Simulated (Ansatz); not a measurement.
Take BP (space group P4_2/mnm, No. 136; a = 5.5685 Å, c = 3.2054 Å; a hypothetical phase, not in the database extracts checked) as the base.

All numbers come from PBE (Ansatz, an electronic-structure program), spin-orbit coupling left out.

Before the change:

```
Item                                                   Value
----------------------------  ------------------------------
Gap character                 indirect, Γ → Γ–Z (62 % along)
Gap between the host's bands                         0.48 eV
```

Now apply this change: 0.497 electrons added to each cell, a density of 5.0×10^21 cm⁻³, with a uniform compensating background at fixed cell and a 300 K Fermi–Dirac width.

Task: How does this affect the Fermi level from band edge?

Result: The Fermi level relative to the doped band's edge (positive inside the band; to 0.05 eV) is +1.35 eV.

Task: Predict the new gap character.

Result: The gap character stays indirect, Γ → Γ–Z (62 % along).

Task: What does the calculation give for the gap between the host's bands after the change?

Result: The gap between the host's bands falls by 0.12 eV to 0.36 eV.

Charged cell with a jellium background: band edges are those of the host's band count, energies are not comparable with the neutral cell, and many-body gap narrowing is missing. Stability against distortions was not tested.
